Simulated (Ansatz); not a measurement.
The reference is BeSe in the zinc blende structure (space group F-43m, No. 216; a = 5.178 Å).

Computed with PBE (Ansatz, an electronic-structure program), no spin-orbit coupling.

Before the change:

- Electron mass = 0.90 mₑ along k, 0.27 mₑ across (at X)

Now apply this change: an isotropic linear strain of −4.88 %; the atoms relax in the strained cell.

**Question.** What does the calculation give for the energy relative to the base after the change?

**Answer.** The energy goes up by 101 meV/atom.

**Question.** Predict the new electron mass.

**Answer.** The electron mass goes from 0.90 mₑ along k, 0.27 mₑ across (at X) to 0.82 mₑ along k, 0.25 mₑ across (at X).

The levels and masses belong to the bands next to the band gap. Masses are band curvatures over ±0.01 Å⁻¹ around the edge. Along k means along the line from Γ to the band edge. Whether these cells are dynamically stable was not tested.
